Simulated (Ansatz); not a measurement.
Where the default PAW files enter, the runs use the earlier of Ansatz's two default sets.

Crystal: CaF₂ (Fm-3m, fluorite, 3 atoms a cell, 14.0 Å³ an atom, -3 GPa at this level); both levels run on this one cell.

Complex bands along the normal of (111) by Ansatz (plane waves, PAW, no spin-orbit coupling). r2SCAN gives a gap of 7.78 eV and a slowest mid-gap decay of 0.569 1/Å.

Question: What does PBE give on the same cell, and what does that do to the current through 2 nm?

Answer: Gap 7.13 eV, κ = 0.546 1/Å. The mid-gap transmission through 2 nm changes by exp(2 × 20 × (0.569 − 0.546)) = a factor of 2.5 against r2SCAN.

Ansatz is a quantum-chemistry and plane-wave program.
